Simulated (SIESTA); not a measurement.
Band structure of MgMn2O4 (P-3m1, 7 atoms in the cell).

```xyz
7
Lattice="3.0929 0.0000 0.0000 -1.5465 2.6785 0.0000 0.0000 0.0000 10.1380" Properties=species:S:1:pos:R:3 pbc="T T T"
Mg     0.0000     0.0000     0.0000
Mn     0.0000     0.0000     7.4081
Mn     0.0000     0.0000     2.7299
O      1.5465     0.8928     1.2573
O      0.0000     1.7857     8.8807
O      1.5465     0.8928     6.6027
O      0.0000     1.7857     3.5353
```
Moments meant for the start (each program seeds them in its own way; μB, in the order of the atoms Mg Mn Mn O O O O): 0.0 4.0 4.0 0.0 0.0 0.0 0.0.

Level of theory: LDA PW92, numerical atomic orbitals DZP, PseudoDojo LDA standard norm-conserving potentials (rewritten from UPF to PSML) run with SIESTA 5.4.2.

Settings: XC.functional = LDA; XC.authors = PW92; potentials = PseudoDojo LDA standard; PAO.BasisSize = DZP; PAO.EnergyShift = 0.01 Ry; MeshCutoff = 350 Ry; kgrid.MonkhorstPack = 7 7 2; OccupationFunction = MP; OccupationMPOrder = 0; ElectronicTemperature = 2320.9 K; Spin = polarized; DM.InitSpin = [1 +0.00, 2 +4.00, 3 +4.00, 4 +0.00, 5 +0.00, 6 +0.00, 7 +0.00]; MaxSCFIterations = 150; SCF.Mixer.Method = Pulay.

The starting cell comes from a database of computed structures (which also holds hypothetical and non-ambient phases and stackings), without a prior relaxation at this level. Its lattice was rescaled by a random factor within 2.5 % of one. The magnetic order is the one reached from the typed start; others were not searched systematically. Values carry the incompleteness of an atom-centred basis.

Levels in eV from the Fermi level, bands 33 to 38 of the first spin channel:
| point | 33 | 34 | 35 | 36 | 37 | 38 |
|---|---|---|---|---|---|---|
| Γ | -1.43 | -1.00 | 0.79 | 0.79 | 0.83 | 0.83 |
| M | -1.56 | -1.43 | -0.57 | -0.48 | 0.13 | 0.23 |
| K | -1.58 | -1.58 | -0.61 | -0.61 | -0.02 | -0.02 |
| A | -1.30 | -1.22 | 0.81 | 0.81 | 0.81 | 0.81 |
| L | -1.54 | -1.48 | -0.58 | -0.46 | 0.16 | 0.20 |
| H | -1.59 | -1.59 | -0.58 | -0.58 | -0.05 | -0.05 |

Bands cross the Fermi level along this path, so the cell is metallic at this level.

Higher empty bands are left out: an atom-centred basis made for the valence describes them poorly.

The net moment of the cell came out as 8.00 μB.
